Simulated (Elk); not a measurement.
Worked example: self-consistent single point of SrMg2 (Fd-3m, 6 atoms in the cell) in Elk.

Method: Elk with PBEsol, all-electron FP-LAPW, Elk's shipped species files, APW+lo basis with extra local orbitals.

```yaml
crystal:
  lattice:
    - [0.00000, 4.54476, 4.54476]
    - [4.54476, 0.00000, 4.54476]
    - [4.54476, 4.54476, 0.00000]
  atoms:
    - { symbol: Sr, position: [0.50000, 0.50000, 0.50000] }
    - { symbol: Sr, position: [0.75000, 0.75000, 0.75000] }
    - { symbol: Mg, position: [0.12500, 0.12500, 0.62500] }
    - { symbol: Mg, position: [0.12500, 0.62500, 0.12500] }
    - { symbol: Mg, position: [0.12500, 0.12500, 0.12500] }
    - { symbol: Mg, position: [0.62500, 0.12500, 0.12500] }
```

Reference input (self-consistent single point, DFT, PBEsol, all-electron FP-LAPW, Elk's shipped species files, APW+lo basis with extra local orbitals): xctype = 22; rgkmax = 8; stype = 0; swidth = 0.00183747 Ha; ngridk = 4 4 4; gmaxvr = 16 1/bohr; nxlo = 2; lorbcnd = true; lmaxi = 3. This run's input differs from it in these lines:

```diff
@@ -52,3 +52,3 @@
 ngridk
-  4 4 4
+  5 5 5
```

Log, with long lists cut:

```
│ Self-consistent loop started │
│ Loop number : 1 │
 total energy                :     -7160.45655610
│ Loop number : 2 │
 total energy                :     -7160.40375836
RMS change in Kohn-Sham potential (target) :   0.5405605376     (  0.1000000000E-05)
Absolute change in total energy (target)   :   0.5279773677E-01 (  0.1000000000E-03)
│ Loop number : 3 │
 total energy                :     -7158.52416242
RMS change in Kohn-Sham potential (target) :   0.2879179826     (  0.1000000000E-05)
Absolute change in total energy (target)   :    1.892795374     (  0.1000000000E-03)
│ Loop number : 4 │
   [... lines left out ...]
Absolute change in total energy (target)   :   0.4784535022E-03 (  0.1000000000E-03)
│ Loop number : 13 │
 total energy                :     -7155.66743085
RMS change in Kohn-Sham potential (target) :   0.5874752916E-07 (  0.1000000000E-05)
Absolute change in total energy (target)   :   0.1368067951E-03 (  0.1000000000E-03)
│ Loop number : 14 │
 total energy                :     -7155.66742478
RMS change in Kohn-Sham potential (target) :   0.1918519565E-07 (  0.1000000000E-05)
Absolute change in total energy (target)   :   0.4027407249E-04 (  0.1000000000E-03)
Convergence targets achieved

│ Loop number : 15 │

Energies :
 Fermi                       :     0.135433723842
 total energy                :     -7155.66742433

Density of states at Fermi energy :    115.6911283
 (states/Hartree/unit cell)

Estimated indirect band gap :   0.4220394542E-02
 from k-point      7 to k-point      6
Estimated direct band gap   :   0.1480337123E-01
 at k-point     10

Charges :
 core                        :    64.00000000
 valence                     :    60.00000000
 interstitial                :    10.26300482
 muffin-tins (core leakage)
  species :    1 (Sr)
   atom    1                 :    35.94723735     (  0.2890599259E-04)
   atom    2                 :    35.94723735     (  0.2890599259E-04)
  species :    2 (Mg)
   atom    1                 :    10.46063012     (  0.2220446049E-15)
   atom    2                 :    10.46063012     (  0.2220446049E-15)
   atom    3                 :    10.46063012     (  0.2220446049E-15)
   atom    4                 :    10.46063012     (  0.2220446049E-15)
 total in muffin-tins        :    113.7369952
 total calculated charge     :    123.9844299
 total charge                :    124.0000000
 error                       :   0.1557008431E-01

│ Self-consistent loop stopped │
```

The run converged in 15 iterations. The count includes the last loop, which Elk runs after its targets are met. Against the reference run the total energy drops by 6.5 meV/atom.

The starting cell comes from a database of computed structures (which also holds hypothetical and non-ambient phases and stackings), without a prior relaxation at this level. Values depend on the basis (sphere radii, cutoffs, local orbitals), which need not be converged. The log's line on a gap gives a spacing of levels on this mesh, which the program prints for metals too.

Cost on one core of a shared machine: roughly 3 min.
